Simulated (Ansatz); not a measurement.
Worked example: self-consistent single point of Sn (I4_1/amd, 2 atoms in the cell) in Ansatz (an electronic-structure program).

Level of theory: PBE (plane waves, PAW; Ansatz).

```xyz
2
Lattice="-2.9401 2.9401 1.5993 2.9401 -2.9401 1.5993 2.9401 2.9401 -1.5993" Properties=species:S:1:pos:R:3 pbc="T T T"
Sn     0.0000     2.9401     0.7996
Sn     0.0000     0.0000     0.0000
```

Reference input (self-consistent single point, DFT, PBE, plane waves, default PAW files): basis.ecutwfc = 420 eV; kpoints.mp_grid.grid = 12 12 12; hamiltonian.xc = pbe; hamiltonian.pseudopotentials = {kind: paw} (the program's default PAW files); scf.occupations.method = methfessel_paxton; scf.occupations.width = 0.05 eV. This run's input differs from it in these lines:

Ansatz 0.2 input:
```diff
@@ -12,3 +12,3 @@
   mp_grid:
-    grid: [12, 12, 12]
+    grid: [18, 18, 18]
 hamiltonian:
```

Output, abridged:

```
SCF iter   1: F=—  HF=-12048.335476 eV  |F-HF|=—  |Δ(HF+E_count)|=         —  Δρ=1.02e-3  dr2=3.54e-4  ethr=1.77e-3  ⟨swp⟩=6.0  Hψ=44172  notcnv=0
all-band conjugate gradients solve this SCF's bands
preconditioner: auto → Kerker (q_TF=auto, 2.436 Å⁻¹)
SCF iter   2: F=—  HF=-12048.334504 eV  |F-HF|=—  |Δ(HF+E_count)|=   9.72e-4  S|Δr|=    0.00e0  Δρ=6.25e-4  dr2=1.76e-4  ethr=1.26e-6  ⟨swp⟩=2.0  Hψ=19233  notcnv=0
   [... lines left out ...]
SCF iter   5: F=—  HF=-12048.334531 eV  |F-HF|=—  |Δ(HF+E_count)|=   2.53e-6  S|Δr|=    0.00e0  Δρ=7.23e-5  dr2=1.66e-6  ethr=2.47e-8  ⟨swp⟩=2.0  Hψ=10338  notcnv=0
SCF iter   6: F=—  HF=-12048.334530 eV  |F-HF|=—  |Δ(HF+E_count)|=   9.01e-7  S|Δr|=    0.00e0  Δρ=1.92e-5  dr2=1.37e-7  ethr=5.92e-9  ⟨swp⟩=2.0  Hψ=13360  notcnv=0
SCF iter   7: F=-12048.334530 eV  HF=-12048.334530 eV  |F-HF|=1.14e-8  |Δ(HF+E_count)|=   8.29e-8  S|Δr|=    0.00e0  Δρ=5.10e-6  dr2=8.89e-9  ethr=3.57e-10  ⟨swp⟩=5.2  Hψ=32463  notcnv=0
SCF 1 converged in 7 iterations: F = -12048.334530 eV  dr2 = 8.89e-9
Stability not checked (fill_not_monotonic)
Free energy (F): -12048.334530 eV
Internal energy: -12048.334404 eV  (E = F + TS)
E sigma→0 (E₀):  -12048.334498 eV
Entropy (-TS):   -0.000126 eV (-0.063 meV/atom)
Fermi energy:    10.454390 eV
--- Forces (eV/Å), atoms counted from 1 ---
  atom   1  Sn     0.00000000     0.00000000     0.00000000
  atom   2  Sn     0.00000000     0.00000000     0.00000000
--- Stress (GPa, compression-positive) ---
        1.322062       0.000000       0.000000
        0.000000       1.322062       0.000000
        0.000000       0.000000       1.409910
  P = ⅓ Tr σ = 1.3513 GPa (13.513 kbar)
  The stress holds the Pulay correction. Without it, at fixed plane waves, as pw.x and ABINIT print it: P = 1.3197 GPa
```

The run converged in 7 iterations. Against the reference run the free energy goes up by 1.5 meV/atom and the pressure hardly changes (1.33 to 1.35 GPa).

The starting cell comes from a database of computed structures (which also holds hypothetical and non-ambient phases and stackings), without a prior relaxation at this level. Ansatz's pressure includes its estimate of the finite-basis (Pulay) stress.
